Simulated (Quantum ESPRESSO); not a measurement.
**Short convergence ladders for LuBi (I4mm, 2 atoms in the cell)**

```
LuBi
1.0
    2.20439    -2.20439     3.11748
    2.20439     2.20439     3.11748
   -2.20439    -2.20439     3.11748
Lu Bi
1 1
Cartesian
  0.03535  -4.44413   3.11748
  0.00000   0.00000   0.00000
```

Base method: LDA (PZ), PSlibrary PAW (LDA) pseudopotentials (plane waves; Quantum ESPRESSO).

Base settings: ecutwfc = 50 Ry; ecutrho = 500 Ry; occupations = smearing; smearing = fd; degauss = 0.0073499 Ry; potentials = {Lu: Lu.pz-spdn-kjpaw_psl.1.0.0.UPF, Bi: Bi.pz-dn-kjpaw_psl.1.0.0.UPF}; K_POINTS = automatic 3 3 3 0 0 0; conv_thr = 1e-10 Ry.

The count of work is k-points × plane waves × bands × iterations; it is no time. 

**The cutoff for other potential files**

Level: DFT, LDA (PZ), plane waves, PSlibrary ultrasoft (LDA) pseudopotentials.

In this ladder: pseudopotentials = {Lu: Lu.pz-spdn-rrkjus_psl.1.0.0.UPF, Bi: Bi.pz-dn-rrkjus_psl.1.0.0.UPF}. Moved along: ecutrho.

The second cell is the first with its lattice scaled by 0.98.

The mesh stays at the base's, so the ladder's end is converged at best in this setting alone.

Only quantities that move along the ladder and can be compared are tabulated.

| ecutwfc | free energy less the last step's (meV/atom) | energy of the compressed cell less the first (meV/atom) | pressure (GPa) | largest difference of a force vector from the last step's (eV/Å) | count of work / last |
|---|---|---|---|---|---|
| 22 Ry | 29305.69 | 241.51 | -574.38 | 0.028 | 0.10 |
| 28 Ry | 5993.89 | -264.71 | -176.73 | 0.000 | 0.16 |
| 35 Ry | 647.07 | 8.81 | -32.22 | 0.000 | 0.19 |
| 42 Ry | 96.37 | -41.59 | -7.01 | 0.000 | 0.27 |
| 50 Ry | 77.69 | -40.89 | -5.59 | 0.000 | 0.35 |
| 60 Ry | 35.15 | -40.98 | -6.19 | 0.000 | 0.46 |
| 75 Ry | 5.29 | -41.03 | -5.28 | 0.000 | 0.65 |
| 100 Ry | 0.00 | -41.00 | -5.34 | 0.000 | 1.0 |

Coarsest ecutwfc that holds the forces within 0.005 eV/Å of the last step, with all finer ones: 28 Ry, at 0.16 of the last step's count of work; the step before is off by 0.028 eV/Å.

Coarsest ecutwfc that holds the pressure within 0.2 GPa of the last step, with all finer ones: 75 Ry; the step before is off by 0.85 GPa.

Coarsest ecutwfc that holds the energy of the compressed cell less the first within 1 meV/atom of the last step, with all finer ones: 42 Ry, at 0.27 of the last step's count of work; the step before is off by 50 meV/atom.

At the lowest cutoff the pressure lies 569 GPa under the last step's, the usual sign of Pulay stress in an incomplete plane-wave basis.

**The density cutoff**

The second cell is the first with its lattice scaled by 0.98.

The mesh stays at the base's, so the ladder's end is converged at best in this setting alone.

Only quantities that move along the ladder and can be compared are tabulated.

| ecutrho | free energy less the last step's (meV/atom) | energy of the compressed cell less the first (meV/atom) | pressure (GPa) |
|---|---|---|---|
| 100 Ry | -19.60 | -38.96 | -4.91 |
| 150 Ry | -0.65 | -41.45 | -5.64 |
| 200 Ry | -0.12 | -41.43 | -5.62 |
| 250 Ry | -0.07 | -41.43 | -5.63 |
| 300 Ry | 0.01 | -41.44 | -5.63 |
| 400 Ry | 0.00 | -41.45 | -5.63 |
| 500 Ry | -0.03 | -41.39 | -5.63 |
| 600 Ry | 0.00 | -41.43 | -5.63 |
| 800 Ry | 0.00 | -41.42 | -5.63 |

Coarsest ecutrho that holds the energy of the compressed cell less the first within 1 meV/atom of the last step, with all finer ones: 150 Ry; the step before is off by 2.5 meV/atom.

Coarsest ecutrho that holds the pressure within 0.2 GPa of the last step, with all finer ones: 150 Ry; the step before is off by 0.72 GPa.

Coarsest ecutrho that holds the free energy within 1 meV/atom of the last step, with all finer ones: 150 Ry; the step before is off by 20 meV/atom.

On the base run: the starting cell comes from a database of computed structures (which also holds hypothetical and non-ambient phases and stackings), without a prior relaxation at this level. Its lattice was rescaled by up to half a per cent. One atom was moved a little off its site on purpose. In the base run, with a pressure of about -6 GPa the cell is away from its equilibrium volume at this level. Without a gap this mesh is coarse (it stands for a supercell whose shortest vector is 13 Å).
